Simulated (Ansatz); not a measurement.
Ansatz (an electronic-structure program) run on Cu (P6_3/mmc, 2 atoms in the cell): zone-centre phonon calculation.

Method of the run: LDA (PW92), default PAW files made with PBE (plane waves; Ansatz).

```
CELL_PARAMETERS angstrom
      2.52143     0.00000     0.00000
     -1.26072     2.18362     0.00000
      0.00000     0.00000     4.09201
ATOMIC_POSITIONS crystal
  Cu 0.33333 0.66667 0.25000
  Cu 0.66667 0.33333 0.75000
```

Reference input (self-consistent single point, DFT, LDA (PW92), plane waves, default PAW files made with PBE): basis.ecutwfc = 420 eV; kpoints.mp_grid.grid = 15 15 8; hamiltonian.xc = lda; hamiltonian.pseudopotentials = {kind: paw} (the program's default PAW files); scf.occupations.method = gaussian; scf.occupations.width = 0.1 eV. This run's input differs from it in these lines:

Ansatz 0.2 input:
```diff
@@ -16,7 +16,5 @@
 scf:
-  occupations: { method: gaussian, width: 0.1 eV }
-output:
-  forces: true
-  eigenvalues: true
-  stress: true
+  occupations: { method: gaussian, width: 0.2 eV }
+phonons:
+  method: dfpt
```

Output, abridged:

```
SCF iter   1: F=—  HF=-13111.433538 eV  |F-HF|=—  |Δ(HF+E_count)|=         —  Δρ=2.47e-2  dr2=6.16e-2  ethr=1.77e-3  ⟨swp⟩=4.2  Hψ=26448  notcnv=0
all-band conjugate gradients solve this SCF's bands
preconditioner: auto → none
SCF iter   2: F=—  HF=-13111.418405 eV  |F-HF|=—  |Δ(HF+E_count)|=   1.51e-2  Δρ=4.98e-3  dr2=2.12e-3  ethr=1.62e-4  ⟨swp⟩=2.2  Hψ=13014  notcnv=0
SCF iter   3: F=—  HF=-13111.417999 eV  |F-HF|=—  |Δ(HF+E_count)|=   4.06e-4  Δρ=1.74e-3  dr2=2.27e-4  ethr=5.58e-6  ⟨swp⟩=1.0  Hψ=7335  notcnv=0
SCF iter   4: F=—  HF=-13111.417923 eV  |F-HF|=—  |Δ(HF+E_count)|=   7.61e-5  Δρ=9.42e-5  dr2=1.25e-6  ethr=5.98e-7  ⟨swp⟩=1.2  Hψ=8046  notcnv=0
SCF iter   5: F=—  HF=-13111.417925 eV  |F-HF|=—  |Δ(HF+E_count)|=   2.86e-6  Δρ=1.02e-5  dr2=8.14e-9  ethr=3.28e-9  ⟨swp⟩=2.0  Hψ=10842  notcnv=0
SCF iter   6: F=—  HF=-13111.417925 eV  |F-HF|=—  |Δ(HF+E_count)|=   8.38e-9  Δρ=3.75e-7  dr2=1.00e-11  ethr=2.14e-11  ⟨swp⟩=2.0  Hψ=13441  notcnv=0
SCF iter   7: F=-13111.417925 eV  HF=-13111.417925 eV  |F-HF|=3.64e-12  |Δ(HF+E_count)|=  5.46e-12  Δρ=2.56e-8  dr2=7.67e-14  ethr=1.00e-12  ⟨swp⟩=5.4  Hψ=33285  notcnv=0
SCF 1 converged in 7 iterations: F = -13111.417925 eV  dr2 = 7.67e-14
DFPT response loops at Γ: preconditioner auto → Kerker (q_TF=auto, 2.977 Å⁻¹) (partly filled bands, converged f_vac=0.000) …
Free energy (F): -13111.417925 eV
Internal energy: -13111.405315 eV  (E = F + TS)
E sigma→0 (E₀):  -13111.411620 eV
Entropy (-TS):   -0.012610 eV (-6.305 meV/atom)
Fermi energy:    17.457716 eV
--- Phonons (Γ-DFPT): 2 representative perturbations + reference, on 320 of 1800 k-points (Σ response iterations 8) ---
  k mesh reduced under 4 symmetry operations, with k and −k counted as one. Each operation leaves every solved displacement unchanged or reverses it
  ASR residual: 7.171e-6 → 0.000e0 eV/Å²; symmetrization residual: 1.059e-12 eV/Å²
  ASR residual per site (eV/Å²): 7.17e-6 7.17e-6
  Γ frequencies (cm⁻¹): 0.00 0.00 0.00 106.66 106.66 254.88
  non-analytic LO–TO correction: not included (Born effective charges unavailable; polar crystals: no LO–TO splitting at Γ)
```

The run converged in 7 iterations. 

Summary of the result:
```
Property                                                                  Result
--------------------------------------------------------  ----------------------
Free energy E − TS (on the zero of these files)                   -13111.4179 eV
Fermi level (on the code's own zero)                                    17.46 eV
Zone-centre frequencies (cm⁻¹; negative means imaginary)  0, 0, 0, 107, 107, 255
```

The starting cell comes from a database of computed structures (which also holds hypothetical and non-ambient phases and stackings), without a prior relaxation at this level. Its lattice was rescaled by up to half a per cent. Spin polarisation is off.

Cost on one core of a shared machine: roughly 40 s.
